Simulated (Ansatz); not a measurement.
Take BaTiO₃ in the cubic perovskite structure (space group Pm-3m, No. 221; a = 3.9940 Å) as the base. Axes: x, y, z lie along the cube axes.

Method: r2SCAN in Ansatz (plane waves to 500 eV, PAW, no spin-orbit coupling).

Before the change:

```
Quantity                Value
-------------------  --------
Smallest direct gap   2.28 eV
Band gap              2.17 eV
Pressure             0.00 GPa
```

Modification: uniaxial strain ε_yy = −2.51 %, all other strain components held at zero; the atoms relax in the strained cell.

Problem. What does the calculation give for the smallest direct gap, band gap, energy relative to the base and pressure after the change?

Solution. The smallest direct gap drops by 0.02 eV to 2.26 eV; the band gap is nearly the same (2.17 eV against 2.18 eV); the energy grows by 8.6 meV/atom; the pressure (mean of the normal stresses, compression positive) goes from zero to 5.04 GPa.

Stability against distortions was not tested. The final runs are not spin-polarised. Many cubic perovskites are stable only at high temperature; tilts and polar distortions were not tested. This is not the structure that BaTiO3 has at room temperature and ambient pressure.

Ansatz is a quantum-chemistry and plane-wave program.
